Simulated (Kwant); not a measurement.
Model: one-band effective-mass tight-binding model in one dimension, coherent, no space charge (Kwant).

System: GaAs/Al0.3Ga0.7As stack with 1 barrier. One parabolic valley. Leads of mass 0.067 mₑ with the band edge at 0; grid 0.1 nm; bias 0 V, dropping linearly over the stack.

```csv
layer,thickness (nm),band offset (eV),mass (mₑ)
1,6.4,0.24,0.092
```

Constants are typed, rounded textbook-type inputs, not results; the design itself was drawn at random and stands for no fabricated device.

Sweep values stay those of the base run.

One input was changed, with this effect: transmission at E = 0.1783 eV 0.018 → 0.050; transmission at E = 0.2692 eV little changed (0.28); transmission at E = 0.3600 eV 0.95 → 0.92; mean transmission over the sweep 0.22 → 0.20.

Task: Which change was it?
A. thickness of the first barrier 6.4 → 5.1 nm
B. height of the first barrier 0.24 → 0.29 eV
C. mass in the first barrier 0.092 → 0.055 mₑ

Result: A, thickness of the first barrier 6.4 → 5.1 nm
